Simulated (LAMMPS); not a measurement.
System: Al (fcc), 4000 atoms, at 980 K and 0 GPa, heated as the crystal.

All values are model results, not measurements: classical MD, pair style eam/alloy, file AlCu.eam.alloy (LAMMPS).

Give the state found, the enthalpy per atom, the coordination number, the mean frequency of the vibrational (phonon) density of states, the first peak of g(r) as this potential yields it.

state found: liquid; enthalpy per atom: -2.9531 ± 0.0002 eV/atom; coordination number: 12.7 (counted to 3.94 Å); mean frequency of the vibrational (phonon) density of states: 4.4 THz; first peak of g(r): 2.77 Å, height 2.5.
